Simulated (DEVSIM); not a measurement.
Device: In0.49Ga0.51P/GaAs p-n heterojunction, at 300 K.

```
layer (left to right)       material  thickness (μm)  Nd (cm⁻³)  Na (cm⁻³)  τn (s)  τp (s)
---------------------  -------------  --------------  ---------  ---------  ------  ------
1                      In0.49Ga0.51P           0.470          -     6.9e14  2.6e-9  2.6e-9
2                               GaAs           0.440     3.9e15          -  2.6e-9  2.6e-9
```

Left contact: ohmic. Right contact: ohmic. Voltage is applied to the left contact. Recombination: SRH at mid-gap, radiative. Mobility is constant in doping.

The device is made up for the run: typed textbook-type constants, with dimensions and the other settings drawn at random. Values at 300 K.

```tsv
parameter	In0.49Ga0.51P	GaAs
gap (eV)	1.89	1.424
affinity (eV)	4	4.07
permittivity	11.8	12.9
Nc (cm⁻³)	9e17	4.7e17
Nv (cm⁻³)	1.3e19	9e18
μn (cm²/Vs)	1500	8500
μp (cm²/Vs)	80	400
B (cm³/s)	1e-10	2e-10
```

DEVSIM, 1D drift-diffusion, Boltzmann statistics, complete ionisation; no tunnelling, impact ionisation, image-force lowering or self-heating. Band offsets follow the typed affinities; no thermionic-emission limit at abrupt steps, no polarisation charge.

Question: Tabulate band edges, carrier densities and field at zero bias.

Answer: Energies count from the Fermi level of the right contact; mesh points crowd at the junctions.

| x (μm) | Ec (eV) | Ev (eV) | n (cm⁻³) | p (cm⁻³) | field (V/cm) |
|---|---|---|---|---|---|
| 0.000 | 1.635 | -0.254 | < 1e2 | 6.9e14 | -19000 |
| 0.004771 | 1.627 | -0.263 | < 1e2 | 4.9e14 | -19000 |
| 0.01418 | 1.609 | -0.281 | < 1e2 | 2.5e14 | -19000 |
| 0.03276 | 1.574 | -0.316 | < 1e2 | 6.3e13 | -19000 |
| 0.08583 | 1.471 | -0.419 | < 1e2 | 1.2e12 | -20000 |
| 0.1741 | 1.295 | -0.595 | < 1e2 | 1.3e9 | -20000 |
| 0.3075 | 1.012 | -0.878 | < 1e2 | 23000 | -22000 |
| 0.4054 | 0.793 | -1.097 | 44000 | < 1e2 | -23000 |
| 0.4397 | 0.713 | -1.177 | 930000 | < 1e2 | -23000 |
| 0.4571 | 0.673 | -1.217 | 4500000 | < 1e2 | -23000 |
| 0.4659 | 0.652 | -1.238 | 10000000 | < 1e2 | -24000 |
| 0.4713 | 0.569 | -0.855 | 1.3e8 | 40000 | -22000 |
| 0.4774 | 0.556 | -0.868 | 2.1e8 | 24000 | -21000 |
| 0.4893 | 0.532 | -0.892 | 5.5e8 | 9200 | -21000 |
| 0.5258 | 0.460 | -0.964 | 8.7e9 | 580 | -19000 |
| 0.5847 | 0.360 | -1.063 | 4.1e11 | < 1e2 | -15000 |
| 0.6900 | 0.229 | -1.194 | 6.6e13 | < 1e2 | -9600 |
| 0.8008 | 0.154 | -1.270 | 1.2e15 | < 1e2 | -4200 |
| 0.8693 | 0.133 | -1.291 | 2.8e15 | < 1e2 | -2400 |
| 0.8918 | 0.128 | -1.296 | 3.4e15 | < 1e2 | -2100 |
| 0.9032 | 0.125 | -1.299 | 3.7e15 | < 1e2 | -2100 |
| 0.9100 | 0.124 | -1.300 | 3.9e15 | < 1e2 | -2000 |
